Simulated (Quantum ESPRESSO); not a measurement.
Worked example: self-consistent single point of CaMnO₂ (P1, 8 atoms in the cell) in Quantum ESPRESSO.

Method of the run: PBEsol, GBRV 1.5 ultrasoft (PBESOL) pseudopotentials (plane waves; Quantum ESPRESSO).

The change in words: atoms moved at random. Reference geometry:
```yaml
crystal:
  lattice:
    - [3.25144, 0.00000, 0.00000]
    - [0.00000, 6.46282, 0.00000]
    - [0.00000, 0.00000, 4.69014]
  atoms:
    - { symbol: Ca, position: [0.00000, 0.63537, 0.50089] }
    - { symbol: Ca, position: [0.50000, 0.36463, 0.00089] }
    - { symbol: Mn, position: [0.00000, 0.12200, 0.50479], spin: 4.0 }
    - { symbol: Mn, position: [0.50000, 0.87800, 0.00479], spin: 4.0 }
    - { symbol: O, position: [0.50000, 0.89368, 0.49422] }
    - { symbol: O, position: [0.00000, 0.10632, 0.99422] }
    - { symbol: O, position: [0.00000, 0.63590, 0.00009] }
    - { symbol: O, position: [0.50000, 0.36410, 0.50009] }
```
(The spins are starting values, not results.)

Reference input (self-consistent single point, DFT, PBEsol, plane waves, GBRV 1.5 ultrasoft (PBESOL) pseudopotentials): ecutwfc = 50 Ry; ecutrho = 400 Ry; occupations = smearing; smearing = fd; degauss = 0.000734986 Ry; nspin = 2; potentials = {Ca: ca_pbesol_v1.uspp.F.UPF, Mn: mn_pbesol_v1.5.uspp.F.UPF, O: o_pbesol_v1.2.uspp.F.UPF}; K_POINTS = automatic 5 3 3 0 0 0; conv_thr = 1e-10 Ry; mixing_beta = 0.4. This run's input differs from it in these lines:

```diff
@@ -29,10 +29,10 @@
 ATOMIC_POSITIONS crystal
-Ca    0.000000000    0.635370000    0.500890000
-Ca    0.500000000    0.364630000    0.000890000
-Mn    0.000000000    0.122000000    0.504790000
-Mn    0.500000000    0.878000000    0.004790000
-O     0.500000000    0.893680000    0.494220000
-O     0.000000000    0.106320000    0.994220000
-O     0.000000000    0.635900000    0.000090000
-O     0.500000000    0.364100000    0.500090000
+Ca    0.007782000    0.634278000    0.496072000
+Ca    0.500328000    0.379631000   -0.000593000
+Mn   -0.008133000    0.119492000    0.503629000
+Mn    0.493294000    0.877092000    0.002581000
+O     0.509518000    0.889031000    0.502446000
+O    -0.004274000    0.106536000    0.994027000
+O    -0.012690000    0.632150000    0.004791000
+O     0.514174000    0.361790000    0.497027000
 K_POINTS automatic
```

Output (repeated stretches shortened):

```
     Self-consistent Calculation

     iteration #  1     ecut=    50.00 Ry     beta= 0.40

     total energy              =    -700.84240657 Ry
     estimated scf accuracy    <       1.65277025 Ry

     total magnetization       =     9.73 Bohr mag/cell
     absolute magnetization    =     9.73 Bohr mag/cell

     iteration #  2     ecut=    50.00 Ry     beta= 0.40

     total energy              =    -701.26521274 Ry
     estimated scf accuracy    <       0.65713563 Ry

     total magnetization       =     9.60 Bohr mag/cell
     absolute magnetization    =     9.60 Bohr mag/cell

     iteration #  3     ecut=    50.00 Ry     beta= 0.40

   [... lines left out ...]

     iteration # 16     ecut=    50.00 Ry     beta= 0.40

     negative rho (up, down):  0.000E+00 3.222E-04

     Magnetic moment per site  (integrated on atomic sphere of radius R)
     atom   1 (R=0.288)  charge=  7.5355  magn=  0.0121
     atom   2 (R=0.288)  charge=  7.5334  magn=  0.0107
     atom   3 (R=0.274)  charge= 12.4586  magn=  4.0953
     atom   4 (R=0.274)  charge= 12.4579  magn=  4.0917
     atom   5 (R=0.274)  charge=  5.7896  magn=  0.1715
     atom   6 (R=0.274)  charge=  5.7689  magn=  0.1836
     atom   7 (R=0.274)  charge=  5.8152  magn=  0.0870
     atom   8 (R=0.274)  charge=  5.7944  magn=  0.0916
     End of self-consistent calculation

     the Fermi energy is    11.3906 ev

!    total energy              =    -701.40212779 Ry
     estimated scf accuracy    <          3.6E-11 Ry
     smearing contrib. (-TS)   =      -0.00000000 Ry
     internal energy E=F+TS    =    -701.40212779 Ry

     total magnetization       =    10.00 Bohr mag/cell
     absolute magnetization    =    10.00 Bohr mag/cell

     convergence has been achieved in  16 iterations

     negative rho (up, down):  0.000E+00 3.222E-04

     Forces acting on atoms (cartesian axes, Ry/au):

     atom    1 type  1   force =    -0.00165574    0.00217127    0.00917574
     atom    2 type  1   force =    -0.00357961   -0.04278429   -0.00152863
     atom    3 type  2   force =     0.00139771    0.00666321    0.00090901
   [... lines left out ...]
     Total force =     0.051501     Total SCF correction =     0.000015
   [... lines left out ...]

     negative rho (up, down):  0.000E+00 3.222E-04
          total   stress  (Ry/bohr**3)                   (kbar)     P=      -28.90
  -0.00017355   0.00003639   0.00000046          -25.53        5.35        0.07
   0.00003639  -0.00024116   0.00000803            5.35      -35.48        1.18
   0.00000046   0.00000803  -0.00017467            0.07        1.18      -25.70

   JOB DONE.
```

The run converged in 16 iterations. Against the reference run the free energy rises by 10.1 meV/atom, the pressure goes from -3.07 to -2.89 GPa, the largest force goes from 0.065 to 1.105 eV/Å, the gap on the mesh goes from 0.475 to 0.518 eV and the size of the net moment stays at 1.25 μB/atom. The full log also holds: “c_bands:  2 eigenvalues not converged”.

The starting cell comes from a database of computed structures (which also holds hypothetical and non-ambient phases and stackings), without a prior relaxation at this level. For this run, on top of that: atoms moved at random. The magnetic order is the one reached from the typed start; others were not searched systematically. Forces in this geometry exceed 1 eV/Å.

Cost on one core of a shared machine: roughly 4 min.
